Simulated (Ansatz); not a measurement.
# Ti, response to strain

Base system: Ti in the hcp (Mg type) structure (space group P6_3/mmc, No. 194; relaxed with 0.1 eV smearing).

```yaml
crystal:
  lattice:
    - [2.93639, 0.00000, 0.00000]
    - [-1.46820, 2.54299, 0.00000]
    - [0.00000, 0.00000, 4.64022]
  atoms:
    - { symbol: Ti, position: [0.66667, 0.33333, 0.75000] }
    - { symbol: Ti, position: [0.33333, 0.66667, 0.25000] }
```

Cartesian axes are those of the cell as printed.

Strains are applied to the cell and any free atomic positions relax.

Computed with DFT with r2SCAN, PAW potentials and a 500 eV plane-wave cutoff in Ansatz (an electronic-structure program), no spin-orbit coupling.

Notes on the quantities. energy relative to the base: free energy F; pressure: mean of the normal stresses, compression positive.

```csv
variant,volume per atom,energy relative to the base,pressure
base,17.32 Å³,0 meV/atom,0.0 GPa
uniaxial strain ε_zz = −3.00 %,16.80 Å³,+10 meV/atom,(withheld)
uniaxial strain ε_zz = −2.50 %,16.89 Å³,+6.9 meV/atom,(withheld)
uniaxial strain ε_zz = −2.00 %,16.98 Å³,+4.4 meV/atom,2.4 GPa
uniaxial strain ε_zz = −1.50 %,17.06 Å³,(withheld),(withheld)
uniaxial strain ε_zz = −1.00 %,17.15 Å³,+1.1 meV/atom,1.2 GPa
uniaxial strain ε_zz = −0.50 %,17.24 Å³,+0.3 meV/atom,0.6 GPa
```

Fill in the withheld entries from the trend.


- uniaxial strain ε_zz = −3.00 %, pressure: 3.7 GPa
- uniaxial strain ε_zz = −2.50 %, pressure: 3.1 GPa
- uniaxial strain ε_zz = −1.50 %, energy relative to the base: +2.4 meV/atom
- uniaxial strain ε_zz = −1.50 %, pressure: 1.8 GPa

Whether these cells are dynamically stable was not tested. The final runs are not spin-polarised.
